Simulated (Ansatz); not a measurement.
Sn on the 1x1 (110) surface of bcc Ta, one in a 3x3 cell, energies for each (70.1 Å²). Energies are against an atom of beta tin, without zero-point or thermal terms; each row is named by its start.

These are PBE (plane waves to 420 eV, PAW; Ansatz, an electronic-structure program) values and carry that method's errors.

Model: 37-atom slab, 6.8 Å thick at the start under the adsorbate (thin: gaps and levels are the slab's own), 4x4x1 mesh, Fermi-Dirac 0.1 eV, dipole correction, 18 atoms held, the rest relaxed; each run with such symmetry as its start has; spin where the adsorbate may keep a moment, no spin-orbit, no U, no dispersion correction.

A negative adsorption energy means that the adsorbate is more stable on the surface than in its reference. Starts that drift may end in the same place. Heights count from the host atoms within 0.3 Å of the top one.

| starting site | E_ads (eV) | height (Å) | nearest host atom (Å) | bonded to | Δ work function (eV) | lateral drift (Å) | moment (μB) |
|---|---|---|---|---|---|---|---|
| top Ta | [?] | 2.58 | Ta 2.71 | Ta | -0.31 | 0.0 | 0.0 |
| hollow Ta-Ta-Ta | [?] | 2.27 | Ta 2.86 | 4 Ta | -0.06 | 0.6 | – |

Question: Some entries are withheld; supply them.

Answer: 
- top Ta, E_ads (eV): -0.45
- hollow Ta-Ta-Ta, E_ads (eV): -0.86
